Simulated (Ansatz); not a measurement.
## Pressure series in Si

Start from Si in the diamond structure (space group Fd-3m, No. 227; a = 5.4699 Å).

Cell and atoms are relaxed at each pressure.

Method: PBE in Ansatz (plane waves to 420 eV, PAW, spin-orbit coupling left out), earlier PAW set.

Candidates:
(a) pressure 18 GPa
(b) pressure 9 GPa
(c) pressure 60 GPa
(d) pressure −2 GPa
(e) pressure 4.2 GPa

Before the change:

Band gap: 0.61 eV

Question: Order them by band gap, lowest first.

Answer: (c) pressure 60 GPa (zero), (a) pressure 18 GPa (0.31 eV), (b) pressure 9 GPa (0.45 eV), (e) pressure 4.2 GPa (0.53 eV), (d) pressure −2 GPa (0.66 eV)

A case with no gap was solved on a k-mesh chosen for an insulator, which is coarse for it. Load acts through the strain it causes; cell and atoms are relaxed under it. Stability against distortions was not tested. Measured, Si leaves this structure (for the β-tin structure) near 12 GPa (room temperature; as listed in arXiv:1906.07825). A zero or small gap of Si under pressure 60 GPa can be the functional's error rather than a property of the material.

Ansatz is a first-principles code.
